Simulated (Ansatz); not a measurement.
# ScPt₃N (model structure, started from the Ni3MgC type, Pm-3m, No. 221, 5 atoms in the cell): properties by level of theory

```csv
level (code),lattice parameter a (Å),bulk modulus (GPa)
LDA (Ansatz),4.154,226
PBE (Ansatz),4.240,186
PBEsol (Ansatz),4.186,211
r²SCAN (Ansatz),4.215,202
```

Caveats: the bulk modulus is −V dP/dV from two relaxed cells at ±2 % in volume (LDA, PBE, PBEsol, r²SCAN). Ansatz's density-functional and Hartree–Fock values are scalar-relativistic unless marked +SOC, with PAW data made under PBE.

Static lattice: no zero-point or thermal effects.

A model structure was made by putting elements into a prototype or built by hand; it is no filed structure, need not be a known phase, and can be a saddle point held by its symmetry.

Ansatz is a first-principles code.
